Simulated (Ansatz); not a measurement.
The starting structures come from a database of crystals and need not be the phases stable at ambient conditions.

 Where the default PAW files enter, the runs use the earlier of Ansatz's two default sets.

The decay constant κ of evanescent states in the gap governs leakage through a thin film.

Here is the system:

```xyz
9
Lattice="4.9593 0.0000 0.0000 -2.4797 4.2949 0.0000 0.0000 0.0000 5.5414" Properties=species:S:1:pos:R:3 pbc="T T T"
Si     1.2398     2.1474     1.8471
Si    -1.2398     2.1474     0.0000
Si     2.4797     0.0000     3.6942
O     -0.9278     3.3990     4.6178
O      1.5518     0.8959     2.7707
O      0.0000     1.7919     0.9236
O      3.4075     0.8959     4.6178
O      0.9278     3.3990     2.7707
O      2.4797     2.5030     0.9236
```

Space group of this cell: P6_422. The cell is strained (lengths across the current scaled by 0.98, ions clamped); by r2SCAN its mean pressure is 8.4 GPa.

Transport runs along the normal of the first two printed cell vectors, the (001) (indices of the unstrained crystal) plane of the conventional cell.

The gap is the functional's own. No spin-orbit coupling. Mid-gap values are interpolated on the energy grid.

**Question.** Estimate the band gap and the smallest decay constant κ at mid-gap that r2SCAN (Ansatz, a first-principles code) returns for this system.

**Answer.** Gap 6.47 eV on a 12×12×6 mesh; κ = 0.539 1/Å, at the zone centre.
